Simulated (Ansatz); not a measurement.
Input and output of a self-consistent single point for VIr3 (P4mm, 4 atoms in the cell) (Ansatz, an electronic-structure program).

Method of the run: LDA (PW92), harder PAW files (source: ansatz) made with PBE (plane waves; Ansatz).

```
VIr3
1.0
    3.79774     0.00000     0.00000
    0.00000     3.79774     0.00000
    0.00000     0.00000     3.79774
V Ir
1 3
Direct
  0.00000   0.00000   0.01317
  0.50000   0.50000   0.00000
  0.00000   0.50000   0.50000
  0.50000   0.00000   0.50000
```

Reference input (self-consistent single point, DFT, LDA (PW92), plane waves, default PAW files made with PBE): basis.ecutwfc = 420 eV; kpoints.mp_grid.grid = 9 9 9; hamiltonian.xc = lda; hamiltonian.pseudopotentials = {kind: paw} (the program's default PAW files); scf.occupations.method = gaussian; scf.occupations.width = 0.1 eV. This run's input differs from it in these lines:

Ansatz 0.2 input:
```diff
@@ -11,3 +11,3 @@
 basis:
-  ecutwfc: 420.0
+  ecutwfc: 1010.0
 kpoints:
@@ -19,2 +19,3 @@
     kind: paw
+    source: ansatz
 scf:
```

Output (repeated stretches shortened):

```
SCF iter   1: F=—  HF=-66621.089299 eV  |F-HF|=—  |Δ(HF+E_count)|=         —  Δρ=2.66e-1  dr2=7.00e1  ethr=3.10e-3  ⟨swp⟩=4.8  Hψ=16458  notcnv=0  defer=55
all-band conjugate gradients solve this SCF's bands
preconditioner: auto → Kerker (q_TF=auto, 3.046 Å⁻¹)
SCF iter   2: F=—  HF=-66617.578209 eV  |F-HF|=—  |Δ(HF+E_count)|=    3.51e0  Δρ=1.04e-1  dr2=1.03e1  ethr=3.10e-3  ⟨swp⟩=2.0  Hψ=6242  notcnv=0  defer=295
   [... lines left out ...]
SCF iter   6: F=—  HF=-66616.861857 eV  |F-HF|=—  |Δ(HF+E_count)|=   6.39e-4  Δρ=6.66e-4  dr2=2.91e-4  ethr=1.96e-6  ⟨swp⟩=2.0  Hψ=8146  notcnv=0  defer=280
SCF iter   7: F=—  HF=-66616.861789 eV  |F-HF|=—  |Δ(HF+E_count)|=   6.84e-5  Δρ=1.63e-4  dr2=1.64e-5  ethr=2.74e-7  ⟨swp⟩=3.0  Hψ=8242  notcnv=0  defer=280
SCF iter   8: F=—  HF=-66616.861776 eV  |F-HF|=—  |Δ(HF+E_count)|=   1.26e-5  Δρ=4.22e-5  dr2=7.24e-7  ethr=1.55e-8  ⟨swp⟩=2.0  Hψ=8176  notcnv=0  defer=280
SCF iter   9: F=-66616.861776 eV  HF=-66616.861776 eV  |F-HF|=7.59e-8  |Δ(HF+E_count)|=   2.26e-7  Δρ=9.83e-6  dr2=4.10e-8  ethr=9.43e-11  ⟨swp⟩=11.0  Hψ=25796  notcnv=0
SCF 1 converged in 9 iterations: F = -66616.861776 eV  dr2 = 4.10e-8
Free energy (F): -66616.861776 eV
Internal energy: -66616.850669 eV  (E = F + TS)
E sigma→0 (E₀):  -66616.856223 eV
Entropy (-TS):   -0.011106 eV (-2.777 meV/atom)
Fermi energy:    27.434870 eV
--- Forces (eV/Å), atoms counted from 1 ---
  atom   1  V     -0.00000000     0.00000000    -0.14192388
  atom   2  Ir    -0.00000000     0.00000000     0.13869439
  atom   3  Ir     0.00000000     0.00000000     0.00160051
  atom   4  Ir    -0.00000000     0.00000000     0.00160051
--- Stress (GPa, compression-positive) ---
       -6.878561       0.000000       0.000000
        0.000000      -6.878561       0.000000
        0.000000       0.000000      -6.717462
  P = ⅓ Tr σ = -6.8249 GPa (-68.249 kbar)
  The stress holds the Pulay correction. Without it, at fixed plane waves, as pw.x and ABINIT print it: P = -6.8337 GPa
```

The run converged in 9 iterations. Against the reference run the pressure goes from -6.96 to -6.82 GPa and the largest force hardly changes (0.141 to 0.142 eV/Å).

The starting cell comes from a database of computed structures (which also holds hypothetical and non-ambient phases and stackings), without a prior relaxation at this level. Its lattice was rescaled by up to half a per cent. One atom was moved a little off its site on purpose. Spin polarisation is off. Ansatz's pressure includes its estimate of the finite-basis (Pulay) stress.

Cost on one core of a shared machine: roughly 60 s.
